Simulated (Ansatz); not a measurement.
## What isotropic strain −1.00 % does to HfO2

Base system: HfO₂ in the fluorite structure (space group Fm-3m, No. 225; a = 5.098 Å).

Modification: the cell is scaled by 0.9900 in all directions, atoms relaxed at fixed cell.

The values are results of Kohn–Sham DFT with the PBE functional, run in Ansatz (a first-principles code) with PAW and 420 eV plane waves, without spin-orbit coupling, not measurements. Γ-centred 11×11×11 mesh, Fermi–Dirac width 0.05 eV.

The volume per atom drops by 0.33 Å³ (11.04 Å³ → 10.71 Å³) and the shortest interatomic distance shrinks by 0.022 Å, from 2.207 Å to 2.185 Å. The energy grows by 7.9 meV/atom and the pressure goes from zero to 7.90 GPa. The band gap grows by 0.07 eV (3.75 eV → 3.82 eV) and the gap character is still direct at X. The mean gap deformation potential ΔEg/Δln V amounts to -2.5 eV and the width of the top valence band increases by 0.04 eV, from 1.82 eV to 1.86 eV. The electron mass changes from 1.2 mₑ along k, 0.74 mₑ across (at X) to 1.2 mₑ along k, 0.72 mₑ across (at X).

Final structure:

```
CELL_PARAMETERS angstrom
      0.00000     2.52329     2.52329
      2.52329     0.00000     2.52329
      2.52329     2.52329     0.00000
ATOMIC_POSITIONS crystal
  Hf 0.00000 0.00000 0.00000
  O  0.25000 0.25000 0.25000
  O  0.75000 0.75000 0.75000
```

Spin-orbit coupling, missing from the scalar runs, can matter with Hf. Masses are band curvatures over ±0.01 Å⁻¹ around the edge. Along k means along the line from Γ to the band edge. No phonon test of stability was made. This is not the structure that HfO2 has at room temperature and ambient pressure.
